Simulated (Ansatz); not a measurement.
The reference is Ta in the bcc (W type) structure (space group Im-3m, No. 229; a = 3.282 Å; relaxed with 0.1 eV smearing).

The values are results of PBEsol (Ansatz, a program for electronic structure; PAW; 420 eV plane waves; scalar-relativistic without spin-orbit coupling), not measurements.

Base values:

```
Item       Result
--------  -------
Pressure  0.0 GPa
```

Now apply this change: every lattice vector is stretched by 1.50 %, atoms relaxed at fixed cell.

### Question
How does this affect the energy relative to the base and pressure?

### Answer
The energy increases by 22 meV/atom; the pressure goes from zero to -8.5 GPa.

The cells carry an imposed strain or load. Whether these cells are dynamically stable was not tested. The final runs are not spin-polarised.
